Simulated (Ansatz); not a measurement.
The parent structure is MgO in the rock salt structure (space group Fm-3m, No. 225; a = 4.2141 Å). Axes: x, y, z lie along the cube axes.

It is then changed as follows: the symmetric strain tensor [0.0025 0.0057 0.0022; 0.0057 0.0047 0.0031; 0.0022 0.0031 -0.0009], atoms relaxed at fixed cell.

Levels (all Ansatz, an electronic-structure program, PAW): PBEsol (420 eV, no spin-orbit coupling); r2SCAN (500 eV, no spin-orbit coupling).

The geometry is relaxed with PBEsol.

- PBEsol band gap = 4.51 eV
- PBEsol width of the top valence band = 1.76 eV
- PBEsol gap character = direct at Γ
- PBEsol electron mass = 0.34 mₑ (at Γ)

With r2SCAN at the same geometry, the band gap goes up by 0.99 eV, from 4.51 eV to 5.50 eV; the width of the top valence band hardly moves (1.76 eV against 1.74 eV); the gap character is still direct at Γ; the electron mass changes from 0.34 mₑ (at Γ) to 0.36 mₑ (at Γ).

Single points use the geometry relaxed with PBEsol. Effective masses come from finite differences of ±0.01 Å⁻¹. Stability against distortions was not tested. The base started in Pnma and relaxed to Fm-3m at this level. k-point labels follow each cell's own Brillouin zone.
